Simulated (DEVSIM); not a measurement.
Device: Schottky contact on n-type GaN, at 300 K.

```tsv
layer (left to right)	material	thickness (μm)	Nd (cm⁻³)	τn (s)	τp (s)
1	GaN	0.690	2.7e15	3.5e-10	3.5e-10
```

Left contact: Schottky, work function 5.02 eV, emission velocity 2.6e6 cm/s. Right contact: ohmic. Voltage is applied to the left contact. Recombination: SRH at mid-gap, Auger. Mobility is μmin + (μ − μmin)/(1 + (N/Nref)^α).

This is a model device: material constants are rounded textbook-type values typed into the input, and sizes, dopings and lifetimes were drawn at random. Values at 300 K.

```csv
parameter,GaN
gap (eV),3.43
affinity (eV),4.1
permittivity,9.5
Nc (cm⁻³),2.3e18
Nv (cm⁻³),4.6e19
μn (cm²/Vs),1200
μp (cm²/Vs),100
"μn,min",55
"μp,min",3
"Nref,n",2e17
"Nref,p",3e17
αn,1
αp,2
Cn (cm⁶/s),1e-30
Cp (cm⁶/s),1e-30
```

DEVSIM, 1D drift-diffusion, Boltzmann statistics, complete ionisation; no tunnelling, impact ionisation, image-force lowering or self-heating. Metal contacts follow the ideal Schottky-Mott rule: no Fermi-level pinning, no interface dipoles.

Problem. Give the dark reverse current.

Solution. 
```json
[
 {"V (V)": "-0.04", "J (A/cm²)": "-2.4e-10"},
 {"V (V)": "-0.10", "J (A/cm²)": "-3.1e-10"},
 {"V (V)": "-0.20", "J (A/cm²)": "-3.1e-10"},
 {"V (V)": "-0.30", "J (A/cm²)": "-3.1e-10"},
 {"V (V)": "-0.40", "J (A/cm²)": "-3.2e-10"},
 {"V (V)": "-0.60", "J (A/cm²)": "-3.2e-10"},
 {"V (V)": "-0.80", "J (A/cm²)": "-3.2e-10"},
 {"V (V)": "-1.00", "J (A/cm²)": "-3.2e-10"},
 {"V (V)": "-1.30", "J (A/cm²)": "-3.2e-10"},
 {"V (V)": "-1.60", "J (A/cm²)": "-3.2e-10"},
 {"V (V)": "-2.00", "J (A/cm²)": "-3.2e-10"}
]
```
